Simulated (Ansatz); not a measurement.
**Effect of uniaxial strain ε_yy = +5.10 % on SrVO3**

Consider SrVO3 in the cubic perovskite structure (space group Pm-3m, No. 221; a = 3.809 Å). Axes: x, y, z lie along the cube axes.

Perturbation: the cell is stretched by 5.10 % along y with no lateral relaxation, atoms relaxed at fixed cell.

Method: plane-wave PAW DFT at the PBEsol level (Ansatz, an electronic-structure program, 420 eV), scalar-relativistic without spin-orbit coupling. Γ-centred 12×12×12 mesh, Fermi–Dirac width 0.05 eV.

```json
[
 {"quantity": "volume per atom", "base": "11.06 Å³", "changed": "11.62 Å³", "shift": "+0.56 Å³"},
 {"quantity": "shortest interatomic distance", "base": "1.905 Å", "changed": "1.905 Å", "shift": "0.000 Å"},
 {"quantity": "energy relative to the base (free energy F)", "base": "0 meV/atom", "changed": "+27 meV/atom", "shift": "+27 meV/atom"},
 {"quantity": "pressure (mean of the normal stresses, compression positive)", "base": "0.0 GPa", "changed": "-8.3 GPa", "shift": "-8.3 GPa"},
 {"quantity": "band gap", "base": "zero", "changed": "zero", "shift": "–"},
 {"quantity": "stress (xx, yy, zz, yz, xz, xy; compression positive) (rough)", "base": "–", "changed": "(-5.4, -13.9, -5.4, 0.0, 0.0, 0.0) GPa", "shift": "–"}
]
```

Final structure:

```
CELL_PARAMETERS angstrom
      3.80937     0.00000     0.00000
      0.00000     4.00365     0.00000
      0.00000     0.00000     3.80937
ATOMIC_POSITIONS crystal
  Sr 0.00000 0.00000 0.00000
  V  0.50000 0.50000 0.50000
  O  0.00000 0.50000 0.50000
  O  0.50000 0.50000 0.00000
  O  0.50000 0.00000 0.50000
```

Cost of the whole job for the changed cell (relaxation, final SCF and bands): very roughly 30 core-seconds.

Without a gap, meshes like the base's 12×12×12 leave anisotropic stresses uncertain by several tenths of a GPa, and small strain energies with them. Stability against distortions was not tested. Seeded moments were not kept for the base. No Hubbard U is applied, and correlation can decide whether such a compound is a metal. All final runs are without spin polarisation. An odd electron count without spin: SrVO3.
